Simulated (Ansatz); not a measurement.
Band structure of MgWF6 (R-3, 8 atoms in the cell).

```
MgWF6
1.0
    2.56967     1.48360     4.65800
   -2.56967     1.48360     4.65800
    0.00000    -2.96720     4.65800
Mg W F
1 1 6
Direct
  0.50000   0.50000   0.50000
  0.00000   0.00000   0.00000
  0.24539   0.63491   0.86538
  0.75461   0.36509   0.13462
  0.86538   0.24539   0.63491
  0.13462   0.75461   0.36509
  0.63491   0.86538   0.24539
  0.36509   0.13462   0.75461
```
Moments meant for the start (each program seeds them in its own way; μB, in the order of the atoms Mg W F F F F F F): 0.0 1.0 0.0 0.0 0.0 0.0 0.0 0.0.

Computed with PBEsol, default PAW files made with PBE (plane waves; Ansatz, a first-principles code).

Settings: kpoints.mp_grid.grid = 3 3 3; hamiltonian.xc = pbesol; hamiltonian.pseudopotentials = {kind: paw} (the program's default PAW files); magnetization.spin_polarized = true; scf.occupations.method = fermi_dirac; scf.occupations.width = 0.01 eV; kpoints.band_path.path = [[0.0, 0.0, 0.0], [0.5, 0.0, 0.0], [0.5, 0.23429718, -0.23429718]]; kpoints.band_path.npoints = 8.

The starting cell comes from a database of computed structures (which also holds hypothetical and non-ambient phases and stackings), without a prior relaxation at this level. Spin-orbit coupling is off. With one magnetic atom in the cell only a parallel order is possible.

Levels in eV from the Fermi level, bands 31 to 38 of the first spin channel:
| point | 31 | 32 | 33 | 34 | 35 | 36 | 37 | 38 |
|---|---|---|---|---|---|---|---|---|
| Γ | -5.29 | -5.29 | -0.10 | -0.10 | 0.00 | 2.55 | 4.15 | 4.15 |
| L | -5.45 | -5.39 | -0.15 | -0.09 | 0.03 | 3.75 | 4.09 | 5.43 |
| B1 | -5.45 | -5.43 | -0.12 | -0.07 | 0.04 | 3.58 | 4.01 | 6.22 |

No band crosses the Fermi level by more than 0.03 eV along this path.

The net moment of the cell came out as 2.00 μB.

Keys are those of Ansatz 0.2.
